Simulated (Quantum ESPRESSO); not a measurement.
Quantum ESPRESSO 7.5, DFT, PBE, plane waves, PseudoDojo 0.5 standard norm-conserving PBE (local tails restored to the Coulomb form): fcc Cu, 1 atom. Basis and mesh were picked for this test and aren't claimed converged.

```
Property                                            Value
------------------------  -------------------------------
cell                      2.56, 2.56, 2.56 Å; 60, 60, 60°
task                                                  scf
k mesh                                           16×16×16
ecutwfc                                             92 Ry
ecutrho                                            368 Ry
occupations                                      smearing
smearing                                               mv
degauss                                           0.02 Ry
conv_thr                                         1e-09 Ry
tprnfor                                              true
tstress                                             false
k-point pools (-nk)                                     8
diagonalization                           david (default)
mixing_mode                               plain (default)
mixing_beta                                 0.7 (default)
mixing_ndim                                   8 (default)
k-points computed                                     145
bands                                                  14
electrons                                              19
G-vectors of the density                             9505
FFT grid                                         30×30×30
symmetry operations                                    48
```

Hardware: Intel Xeon 6 (Granite Rapids), 96 cores on 1 socket, 2 hardware threads a core, 3 L3 cache groups, 3 NUMA nodes.

Wall times, medians of two to five repeats, each run alone on the node (launch to exit). Unless noted, each process is bound to its own block of adjacent cores. The times hold for this build (conda-forge: Open MPI 5.0, OpenMP, OpenBLAS 0.3.34 (pthreads), FFTW, ScaLAPACK, ELPA). Scratch files lie in a memory file system.

Started as
```bash
OMP_NUM_THREADS=1 mpirun -np 8 pw.x -nk 8 -in pw.in
```
(8 ranks, -nk 8) it takes 3.0 s and 9 SCF iterations.

Q: Estimate the wall time with 96 ranks, -nk 32.

A: About 1.3 s (5 runs within 7 %): 2.3× as fast, on 96 cores in place of 8, so 5.3× the core-time. The largest move is in FFTs of H·ψ (vloc_psi): 1.3 s to 0.19 s. Change in the result: energy equal as printed.
